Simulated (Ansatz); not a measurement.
The reference is CsPbBr3 in the cubic perovskite structure (space group Pm-3m, No. 221).

```xyz
5
Lattice="5.7702 0.0000 0.0000 0.0000 5.7702 0.0000 0.0000 0.0000 5.7702" Properties=species:S:1:pos:R:3 pbc="T T T"
Cs     0.0000     0.0000     0.0000
Pb     2.8851     2.8851     2.8851
Br     2.8851     0.0000     2.8851
Br     0.0000     2.8851     2.8851
Br     2.8851     2.8851     0.0000
```

Cartesian axes are those of the cell as printed.

Computed with LDA (Ansatz, a program for electronic structure), no spin-orbit coupling.

Base values:

| Property | Value |
|---|---|
| Pressure | 0.0 kbar |
| Valley order | R along ⟨111⟩ 1.17 eV; Γ 2.42 eV |

The change: uniaxial strain ε_zz = −2.40 %, all other strain components held at zero, atoms relaxed at fixed cell.

Question: How does this affect the pressure?

Answer: The pressure (mean of the normal stresses, compression positive) goes from zero to 6.9 kbar.

Question: What happens to the valley order?

Answer: The valley order (the lowest conduction-band minima on the path, energy above the VBM, named in the base's zone) becomes R along [111] 0.97 eV; Γ 2.28 eV (base: R along ⟨111⟩ 1.17 eV; Γ 2.42 eV).

Question: Estimate the effect on the energy relative to the base.

Answer: The energy rises by 4.7 meV/atom.

With Pb present, leaving out spin-orbit coupling can change the band edges. The levels and masses belong to the bands next to the band gap. Stability against distortions was not tested. Many cubic perovskites are stable only at high temperature; tilts and polar distortions were not tested. This is not the structure that CsPbBr3 has at room temperature and ambient pressure.
